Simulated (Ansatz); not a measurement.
What Sb on a Ni site, symmetric start does to Ni

Consider a 12-atom supercell of Ni in the fcc (Cu type) structure (space group Fm-3m, No. 225; a = 3.463 Å; ferromagnetic) at its relaxed geometry.

The change: one Ni atom is replaced by Sb, atoms relaxed at fixed cell.

The values are results of PBEsol/PAW in Ansatz (a first-principles code), no spin-orbit coupling, not measurements. k-mesh 8×6×8 (Γ-centred); smearing 0.05 eV (Fermi–Dirac).

The pressure increases by 16.3 GPa (-0.1 GPa → 16.2 GPa) and the energy gained by relaxation comes out as 0.17 eV. The largest displacement of a host atom from its site in the perfect cell is 0.06 Å.

Other magnetic orders, which the real material may have, were not ruled out. The cell is small, so the values are those of an ordered compound at a high defect concentration; dilute-limit values will differ. The defect started on the symmetric site and kept its symmetry, so it may sit on a saddle. The defect cell is spin-polarised and ends with 3.9 μB.
